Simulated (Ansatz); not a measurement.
Results of r²SCAN+rVV10 (PAW; Ansatz, a first-principles code) for MgO (P6₃mc, No. 186, 4 atoms in the cell; start mp-549706; a measured phase of this formula has another space group).

Settings: plane-wave cutoff 560 eV, 12×12×8 k mesh (along the axes of the cell as run), Fermi–Dirac smearing 0.01 eV, scalar-relativistic PAW data made under PBE.

Cell (relaxed at this level):

```
MgO
1.0
    3.28762     0.00000     0.00000
   -1.64381     2.84717     0.00000
    0.00000     0.00000     5.00017
Mg O
2 2
Direct
  0.33333   0.66667   0.00384
  0.66667   0.33333   0.50384
  0.33333   0.66667   0.40076
  0.66667   0.33333   0.90076
```

**Question.** Estimate the band gap that the calculation returns.

**Answer.** 
band gap: 4.17 eV (direct)

Computed values are for the static lattice.

A start named mp-… is a Materials Project structure, which need not be a measured phase.
